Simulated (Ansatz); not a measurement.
Results of LDA (Ansatz, a first-principles code, PAW) for BBi (model structure, started from the zincblende type, F-43m, No. 216, 2 atoms in the cell).

Settings: plane-wave cutoff 520 eV, 18×18×18 k mesh, Fermi–Dirac smearing 0.05 eV, scalar-relativistic PAW data made under PBE.

Cell (relaxed at this level):

```
BiB
1.0
    0.00000     2.70563     2.70563
    2.70563     0.00000     2.70563
    2.70563     2.70563     0.00000
Bi B
1 1
Direct
  0.75000   0.75000   0.75000
  0.00000   0.00000   0.00000
```

Task: Estimate the band gap and bulk modulus that the calculation returns.

Result: 
band gap: 0.58 eV (on the SCF k mesh)
bulk modulus: 86.9 GPa

Note: the bulk modulus is −V dP/dV from two relaxed cells at ±2 % in volume; the relaxation could raise the start's symmetry but not lower it, so the cell can be a saddle point.

Spin–orbit coupling is not included; with these elements it can move the gap by several tenths of an eV or more.

Static lattice: no zero-point or thermal effects.

It cost very roughly 50 core-seconds of CPU time.

A model structure was made by putting elements into a prototype or built by hand; it is no filed structure, need not be a known phase, and can be a saddle point held by its symmetry.
